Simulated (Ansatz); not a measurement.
# TiO2: stress against strain

TiO2 (anatase, I4_1/amd, 11.312 Å³/atom at rest, c along z) under a strain ε along c (axis z), the other axes held. PBEsol in Ansatz, a plane-wave DFT program (PAW, default set), 420 eV, 12×12×12 Γ-centred mesh, Fermi-Dirac smearing 0.05 eV; ions are relaxed within the symmetry of each cell. Stress is positive for a compressed cell.

Here s stands for strain and y for stress zz.

```csv
strain (%),stress zz (GPa)
-3.00,?
-1.20,2.41
-0.60,1.19
0.00,0.01
0.60,-1.14
1.20,-2.26
```

Task: Using a straight line, estimate the missing y at s = -3.00 from the other rows, showing the fit.

Result: Means: s 0, y 0.042. About the means, the sum of products is -7.0020 and the sum of squares of s is 3.6000; the slope is their ratio. Least squares gives y = 0.042 - 1.9450·s. Residuals (row less fit): 0.034, -0.019, -0.032, -0.015, 0.032; standard error 0.036 (degrees of freedom: 3). The slope gives the elastic constant C33 = 194 ± 1.9 GPa. At the withheld row, y = 0.042 - 1.9450 × (-3.0) = 5.877 GPa. The calculation gives 5.98 GPa, 0.103 GPa above the prediction (1.2 % of the range of y in the table). The row lies outside the fitted rows, so this is an extrapolation. From the scatter of the fitted rows alone, a prediction at this place has a standard error of 0.068 GPa, so the miss is 1.5 times that.

One order more doesn't follow all runs of the series either: the slope changes along it. The primitive cell can neither tilt nor turn polar against its symmetry, as such crystals can under strain. TiO2 is here one of several forms; rutile is the usual stable one. Rows are the converged runs of the series near zero and its far end; series whose fitted rows scatter by over a few per cent of the range, as at a crossing or softening among them, aren't shown in this form. Most that stay on the fit to the last digits aren't either.
